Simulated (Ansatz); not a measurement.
An Ansatz (an electronic-structure program) run: As; r2SCAN+rVV10 (Ansatz, PAW, no spin-orbit coupling).

Input:

Ansatz 0.2 input:
```yaml
crystal:
  lattice:
    - [1.8805262475, 1.0857223352, 3.577842308]
    - [-1.8805262475, 1.0857223352, 3.577842308]
    - [0, -2.1714446704, 3.577842308]
  atoms:
    - { symbol: As, position: [0.2259984979, 0.2259984979, 0.2259984979] }
    - { symbol: As, position: [0.7740015021, 0.7740015021, 0.7740015021] }
basis: { ecutwfc: 500, ecutrho_ratio: 4, xc_grid: 4, fft_grid_basis: typed }
kpoints: { mp_grid: { grid: [15, 15, 15] } }
hamiltonian:
  xc: r2scan
  dispersion: rvv10
  pseudopotentials: { kind: paw }
scf: { occupations: { method: fermi_dirac, width: 0.05 }, convergence: { dr2_threshold: 0.0000000002 } }
output: { forces: true, stress: true }
```

Output:

```
WARN ansatz: RAYON_NUM_THREADS=1 ignored (pool sized by the plan → 1); use --threads N
Pseudopotentials: kind: paw
Pseudopotential: As, paw, valence charge 15
Functional definition: r2SCAN+rVV10
Crystal: 2 atoms, lattice volume = 43.830 Å³
Basis set: ecut = 500 eV, 1117 PW (Γ), exchange–correlation on 128×128×128 points (64 copies of the dense FFT grid, shifted against one another)
Bands: 19, of which v1, the nominal top of the filled ones, is band 15 counted from 1 (14 counted from 0)
Symmetry: 12 space group operations
Space group: R-3m (ITA 166), of the structure as read, at distance tolerance 3.5e-5 Å
k-points: 344 of 3375
rVV10 density: all electrons in the spheres
PAW frozen core: As, regenerated for the run's functional
Initial density: superposition of atomic densities (neutral atoms: chi_scale 0, normalization atom), corrected by the library's trained network
Initial wavefunctions: pseudopotential atomic-orbital guess
Eigensolver: davidson
Functional: x = r2scan, c = r2scan + rvv10(b = 11.95, C = 0.0093); τ floored in thin density (d = 2e-4 eV/Å³)
SCF iter   1: F=—  HF=-9726.653282 eV  |F-HF|=—  |Δ(HF+E_count)|=         —  Δρ=3.71e-3  dr2=5.95e-3  dr2_τ=2.49e-3  ethr=1.77e-3  ⟨swp⟩=5.6  Hψ=31159  notcnv=0
all-band conjugate gradients solve this SCF's bands
preconditioner: auto → Kerker (q_TF=auto, 2.561 Å⁻¹)
SCF iter   2: F=—  HF=-9726.662321 eV  |F-HF|=—  |Δ(HF+E_count)|=   9.04e-3  Δρ=2.45e-3  dr2=2.84e-3  dr2_τ=1.62e-5  ethr=1.98e-5  ⟨swp⟩=2.0  Hψ=15824  notcnv=0
SCF iter   3: F=—  HF=-9726.662231 eV  |F-HF|=—  |Δ(HF+E_count)|=   8.95e-5  Δρ=1.32e-3  dr2=9.26e-4  dr2_τ=4.62e-6  ethr=9.48e-6  ⟨swp⟩=1.1  Hψ=6560  notcnv=0
SCF iter   4: F=—  HF=-9726.662189 eV  |F-HF|=—  |Δ(HF+E_count)|=   4.19e-5  Δρ=2.56e-4  dr2=3.06e-5  dr2_τ=3.56e-7  ethr=3.09e-6  ⟨swp⟩=3.0  Hψ=12666  notcnv=0
SCF iter   5: F=—  HF=-9726.662197 eV  |F-HF|=—  |Δ(HF+E_count)|=   7.30e-6  Δρ=5.99e-5  dr2=2.29e-6  dr2_τ=3.36e-8  ethr=1.02e-7  ⟨swp⟩=2.0  Hψ=7932  notcnv=0
SCF iter   6: F=—  HF=-9726.662198 eV  |F-HF|=—  |Δ(HF+E_count)|=   1.21e-6  Δρ=2.22e-5  dr2=1.27e-7  dr2_τ=2.36e-9  ethr=7.64e-9  ⟨swp⟩=2.0  Hψ=8259  notcnv=0
SCF iter   7: F=—  HF=-9726.662198 eV  |F-HF|=—  |Δ(HF+E_count)|=   1.48e-7  Δρ=3.61e-6  dr2=6.96e-9  dr2_τ=1.39e-10  ethr=4.24e-10  ⟨swp⟩=2.0  Hψ=8272  notcnv=0
SCF iter   8: F=—  HF=-9726.662198 eV  |F-HF|=—  |Δ(HF+E_count)|=   6.72e-9  Δρ=1.26e-6  dr2=1.14e-9  dr2_τ=9.30e-12  ethr=2.32e-11  ⟨swp⟩=3.0  Hψ=11776  notcnv=0
SCF iter   9: F=-9726.662198 eV  HF=-9726.662198 eV  |F-HF|=2.73e-11  |Δ(HF+E_count)|=  8.91e-11  Δρ=3.39e-7  dr2=9.08e-11  dr2_τ=6.30e-13  ethr=1.00e-12  ⟨swp⟩=4.4  Hψ=20342  notcnv=0
SCF 1 converged in 9 iterations: F = -9726.662198 eV  dr2 = 9.08e-11
SCF converged after 9 iterations
Free energy (F): -9726.662198 eV
Harris-Foulkes:  -9726.662198 eV  (|F-HF|=2.73e-11)
Internal energy: -9726.660841 eV  (E = F + TS)
E sigma→0 (E₀):  -9726.661520 eV
Entropy (-TS):   -0.001357 eV (-0.678 meV/atom)
Fermi energy:    10.538093 eV
--- Per-component energies (eV) ---
  E_band       = -497.409482
  E_kinetic    = 204.600351
  E_local      = -3381.162831  (includes V_loc(G=0)·N_el)
  E_nonlocal   = -1340.414985
  E_hartree    = 1868.236663
  E_xc         = -145.733567
  E_vxc        = -167.986102  (∫ρ·V_xc dr)
  E_paw        = -3694.168982  (= ΣΔE_a)
  E_vpaw       = 442.150040  (= ΣTr[D̂ρ^β])
  E_aug_tail   = 0.000013  (compensation charges beyond the density's cutoff)
  E_vtau       = 8.930371  (kinetic-family band-sum trace: ∫τ·v_τ [+ j·A + Jᵃ·Aᵃ] dr)
  E_ewald      = -3235.102687
  E_core_change = -2.914816  (= ΣΔE_core)
  E_smearing   = -0.001357  (= −TS)
  E_closure    = -0.000000  (closes the sum)
  Σ components = -9726.662198   (vs F -9726.662198, Δ=0.00e0)
  [band-id]    e_kinetic+e_local+e_nonlocal+2·e_hartree+e_vxc+e_vpaw+e_augmentation_tail+e_vtau = -497.409818   (vs E_band -497.409482, Δ=-3.36e-4)
--- Forces (eV/Å), atoms counted from 1 ---
  atom   1  As     0.00000000     0.00000000    -0.00000347
  atom   2  As     0.00000000    -0.00000000     0.00000347
  max |Σ_I F_I| component: 3.47e-18 eV/Å
--- Stress (GPa, compression-positive) ---
       -0.000624       0.000000      -0.000000
        0.000000      -0.000624      -0.000000
       -0.000000      -0.000000       0.002723
  P = ⅓ Tr σ = 0.0005 GPa (0.005 kbar)
  The stress holds the Pulay correction. Without it, at fixed plane waves, as pw.x and ABINIT print it: P = -0.0183 GPa
  The stress includes an estimate of the error left by incomplete SCF convergence (largest component 0.0002 GPa).
--- Band table ---
  band table: none
```

Whether these cells are dynamically stable was not tested. The cell is As in the A7 type structure (space group R-3m, No. 166; layered).
